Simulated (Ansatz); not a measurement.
Effect of x(Bi) = 0.333, 3 atoms, I4/mmm on Rh

The reference is Rh in the fcc (Cu type) structure (space group Fm-3m, No. 225; a = 3.8000 Å).

The other end (x = 1) is Bi in the fcc (Cu type) structure (space group Fm-3m, No. 225; a hypothetical phase, not in the database extracts checked): 31.33 Å³/atom, gap zero; this end may not be an ambient phase.

Perturbation: Bi replaces 33.3 % of the Rh, ordered in a cell of 3 atoms (starting symmetry I4/mmm) and fully relaxed.

Method: r2SCAN, PAW, 500 eV (Ansatz, an electronic-structure program; scalar-relativistic without spin-orbit coupling). k-mesh 20×20×20 (Γ-centred); smearing 0.05 eV (Fermi–Dirac), for the changed cell.

```csv
quantity,base,changed,shift
density,12.46 g/cm³,13.25 g/cm³,+0.79 g/cm³
shortest interatomic distance,2.687 Å,2.812 Å,+0.125 Å
band gap,zero,zero,–
mixing energy (to 0.01 eV only: unlike meshes or grids) (against an end that may be hypothetical),–,+0.17 eV/atom,–
deviation of the volume from the linear (Vegard-type) interpolation,–,-11.5 %,–
```

Final structure:

```xyz
3
Lattice="-1.6541 1.6541 4.7506 1.6541 -1.6541 4.7506 1.6541 1.6541 -4.7506" Properties=species:S:1:pos:R:3 pbc="T T T"
Rh     0.0000     0.0000     7.9405
Rh     0.0000     0.0000     1.5607
Bi     0.0000     0.0000     4.7506
```

These are small ordered cells, not random alloys; other orderings at the same x differ. Stability against distortions was not tested. The final runs are not spin-polarised. An odd electron count without spin: BiRh2. BiRh2 has a high density of states at the Fermi level and may be magnetic at this level. Under x(Bi) = 0.333, 3 atoms, I4/mmm the cell changed shape so far that it is another structure.
